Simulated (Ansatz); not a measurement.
## ZnS, response to strain

Base system: ZnS in the zinc blende structure (space group F-43m, No. 216; a = 5.357 Å). Axes: x, y, z lie along the cube axes.

Strains are applied to the cell and any free atomic positions relax; under biaxial strain the out-of-plane vector relaxes too; under stress the whole cell relaxes.

Method: PBEsol (Ansatz, an electronic-structure program), no SOC, earlier PAW set.

Notes on the quantities. pressure: mean of the normal stresses, compression positive.

| change | band gap | pressure | volume per atom | space group | gap character |
|---|---|---|---|---|---|
| base | 2.08 eV | -0.01 GPa | 19.22 Å³ | F-43m (No. 216) | direct at Γ |
| biaxial strain +1.12 %, plane normal [001], relaxed out of plane | 1.99 eV | -0.67 GPa | 19.38 Å³ | I-4m2 (No. 119) | direct at Γ |
| biaxial strain −4.52 %, plane normal [110], relaxed out of plane | 1.99 eV | 4.52 GPa | (withheld) | Imm2 (No. 44) | direct at Γ |
| biaxial strain +1.49 %, plane normal [111], relaxed out of plane | 1.90 eV | -1.53 GPa | (withheld) | R3m (No. 160) | direct at Γ |
| isotropic strain −5.42 % | (withheld) | 19.10 GPa | 16.26 Å³ | F-43m (No. 216) | indirect, Γ → X |
| uniaxial strain ε_zz = −0.18 % | 2.08 eV | (withheld) | 19.18 Å³ | I-4m2 (No. 119) | direct at Γ |
| uniaxial stress, 0.5 GPa tension along x | 2.06 eV | – | 19.25 Å³ | I-4m2 (No. 119) | direct at Γ |
| tensor shear ε_xz = +0.48 % | 2.05 eV | -0.01 GPa | 19.22 Å³ | Imm2 (No. 44) | direct at Γ |
| tensor shear ε_xy = −1.38 % | 1.99 eV | -0.01 GPa | 19.21 Å³ | Imm2 (No. 44) | direct at Γ |
| tensor shear ε_xz = −0.79 % | 2.03 eV | -0.01 GPa | 19.21 Å³ | Imm2 (No. 44) | direct at Γ |

**Question.** Complete the table.

**Answer.** 
- biaxial strain −4.52 %, plane normal [110], relaxed out of plane, volume per atom: 18.20 Å³
- biaxial strain +1.49 %, plane normal [111], relaxed out of plane, volume per atom: 19.60 Å³
- isotropic strain −5.42 %, band gap: 2.73 eV
- uniaxial strain ε_zz = −0.18 %, pressure: 0.13 GPa

Stability under load was not tested beyond the relaxation. k-point labels follow each cell's own Brillouin zone.
